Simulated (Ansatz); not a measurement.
Results of PBE in Ansatz (PAW) for hcp Gd.

Numerical settings: plane-wave cutoff 520 eV, 18×18×10 k mesh (along the axes of the cell as run), Fermi–Dirac smearing 0.05 eV, spin-polarised with parallel moments, scalar-relativistic PAW data made under PBE.

A third-order Birch–Murnaghan fit to the energies gives V0 = 33.636 Å³/atom, B0 = 33.7 GPa, B′ = 3.4.

| V (Å³/atom) | P (GPa) |
|---|---|
| 32.289 | (withheld) |
| 32.962 | 0.706 |
| 33.635 | 0.001 |
| 34.307 | (withheld) |
| 34.980 | (withheld) |

**Question.** Estimate the withheld pressures from this fit; the answers are the runs' own values.

**Answer.** 
- 32.289, P (GPa): 1.471
- 34.307, P (GPa): -0.644
- 34.980, P (GPa): -1.233

The formula P = (3/2) B0 (x^(7/3) − x^(5/3)) [1 + (3/4)(B′ − 4)(x^(2/3) − 1)] with x = V0/V meets the computed pressures within 0.01 GPa when these rounded values are put in.

Shape and atoms are relaxed at each volume.

Measured, for comparison: bulk modulus 37.9 GPa (room temperature, not corrected to a static lattice; as tabulated in Wikipedia's data pages); equilibrium volume per atom 33.05 Å³/atom (room temperature, not corrected to a static lattice; as tabulated in Söderlind et al. (2014), doi:10.1088/0953-8984/26/41/416001). Computed (rounded) less measured: bulk modulus -11 %, equilibrium volume per atom +1.8 %.

Note: the 4f shell is treated without U or exact exchange, so its levels and filling can be wrong; the collinear magnetic order is the start's and need not be the measured one; the bulk modulus comes from volumes at which shape and atoms were relaxed.

Spin–orbit coupling is not included.

Computed values are for the static lattice.

Ansatz is an electronic-structure program.
